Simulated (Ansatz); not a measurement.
Take Al₂O₃ in the corundum structure (space group R-3c, No. 167) as the base.

```
CELL_PARAMETERS angstrom
      2.37945     1.37377     4.33172
     -2.37945     1.37377     4.33172
      0.00000    -2.74755     4.33172
ATOMIC_POSITIONS crystal
  Al 0.35191 0.35191 0.35191
  Al 0.14809 0.14809 0.14809
  Al 0.64809 0.64809 0.64809
  Al 0.85191 0.85191 0.85191
  O  0.55637 0.94363 0.25000
  O  0.25000 0.55637 0.94363
  O  0.94363 0.25000 0.55637
  O  0.44363 0.05637 0.75000
  O  0.75000 0.44363 0.05637
  O  0.05637 0.75000 0.44363
```

Cartesian axes are those of the cell as printed.

All numbers come from Kohn–Sham DFT with the r2SCAN functional, run in Ansatz (a program for electronic structure) with PAW and 500 eV plane waves, without spin-orbit coupling.

Before the change:

Electron mass: 0.41 mₑ along c, 0.38 mₑ across (at Γ)

One thing is altered: tensile biaxial strain of 2.20 % in the plane normal to [001], as in epitaxy on a mismatched substrate; the out-of-plane cell vector and the atoms relax.

What does the calculation give for the electron mass after the change?

The electron mass becomes 0.42 mₑ out of plane, 0.36 mₑ in plane (at Γ) (base: 0.41 mₑ along c, 0.38 mₑ across (at Γ)).

Estimate the effect on the energy relative to the base.

The energy increases by 15 meV/atom.

Predict the new ratio −ε⊥/ε∥.

The ratio −ε⊥/ε∥ comes out as 0.46.

What happens to the in-plane stress?

The mean in-plane stress (compression positive) is -12.4 GPa.

The levels and masses belong to the bands next to the band gap. Masses are band curvatures over ±0.01 Å⁻¹ around the edge. Whether these cells are dynamically stable was not tested.
